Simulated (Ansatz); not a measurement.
# What tensor shear ε_xy = +0.86 % does to C

The parent structure is C in the diamond structure (space group Fd-3m, No. 227; a = 3.5538 Å). Axes: x, y, z lie along the cube axes.

Modification: tensor shear ε_xy = +0.86 % (engineering shear γ = 0.0172), atoms relaxed at fixed cell.

Calculations: PBEsol, PAW, 420 eV (Ansatz, a first-principles code; no SOC). k-mesh 16×16×16 (Γ-centred); smearing 0.05 eV (Fermi–Dirac).

| quantity | base | changed | shift |
|---|---|---|---|
| volume per atom | 5.61 Å³ | 5.61 Å³ | 0.00 Å³ |
| shortest interatomic distance | 1.539 Å | 1.531 Å | -0.008 Å |
| energy relative to the base (free energy F) | 0 meV/atom | +3.0 meV/atom | +3.0 meV/atom |
| band gap | 4.03 eV | 3.96 eV | -0.07 eV |
| gap character | – | indirect, Γ → Γ–X (75 % along) | – |
| smallest direct gap | 5.57 eV | 5.30 eV | -0.27 eV |
| valence-band top at Γ (three highest levels, from the VBM) | 0.00, 0.00, 0.00 eV | 0.00, -0.04, -0.06 eV | – |
| valley order (the lowest conduction-band minima on the path, energy above the VBM, named in the base's zone) | a point along ⟨100⟩, about 1.3 Å⁻¹ from Γ 4.03 eV | a point along [001], about 1.3 Å⁻¹ from Γ 3.96 eV; a point along [100], about 1.3 Å⁻¹ from Γ 4.01 eV; Γ 5.30 eV | – |
| stress (xx, yy, zz, yz, xz, xy; compression positive) | – | (0.20, 0.20, 0.02, 0.00, 0.00, -9.86) GPa | – |

The cells carry an imposed strain or load. Stability against distortions was not tested. Labels are those of the standard path for the cell's own space group.
